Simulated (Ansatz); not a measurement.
Start from TiO2 in the anatase structure (space group I4_1/amd, No. 141; a = 3.770 Å, c = 9.555 Å). Axes: x, y, z lie along a, b, c of the conventional cell.

All numbers come from PBEsol/PAW in Ansatz (an electronic-structure program), no spin-orbit coupling, earlier PAW set.

It is then changed as follows: a pure shear with ε_xy = ε_yx = -0.0320, atoms relaxed at fixed cell.

Problem. Predict the stress tensor and what it implies for the stiffness.

Solution. Stress of the strained cell less that of the base (GPa, compression positive):
```
   0.04    3.88    0.00
   3.88    0.04    0.00
   0.00    0.00    0.16
```

Then −Δσ/γ with γ = 2ε = -0.0640 gives secant stiffness values (nonlinear terms included at this strain): C66 ≈ 61 GPa.

As a check, the harmonic strain energy −½ V₀ Δσ:ε is 8.8 meV/atom; the computed energy rise is 8.7 meV/atom.

Whether these cells are dynamically stable was not tested. All final runs are without spin polarisation.
